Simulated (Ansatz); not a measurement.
NbSi (model structure, started from the NiAs type, P6₃/mmc, No. 194, 4 atoms in the cell)

All values below come from PBEsol (Ansatz, a program for electronic structure, PAW).

Run with plane-wave cutoff 500 eV, 12×12×8 k mesh (along the axes of the cell as run), Fermi–Dirac smearing 0.05 eV, no spin polarisation, scalar-relativistic PAW data made under PBE.

Cell (relaxed at this level):

```xyz
4
Lattice="3.0126 0.0000 0.0000 -1.5063 2.6090 0.0000 0.0000 0.0000 8.0179" Properties=species:S:1:pos:R:3 pbc="T T T"
Nb     0.0000     0.0000     0.0000
Nb     0.0000     0.0000     4.0090
Si     0.0000     1.7394     2.0045
Si     1.5063     0.8697     6.0135
```

- band gap = none

Note: the relaxation could raise the start's symmetry but not lower it, so the cell can be a saddle point.

Spin–orbit coupling is not included.

The computed numbers hold no vibrational or temperature effects.

A model structure was made by putting elements into a prototype or built by hand; it is no filed structure, need not be a known phase, and can be a saddle point held by its symmetry.
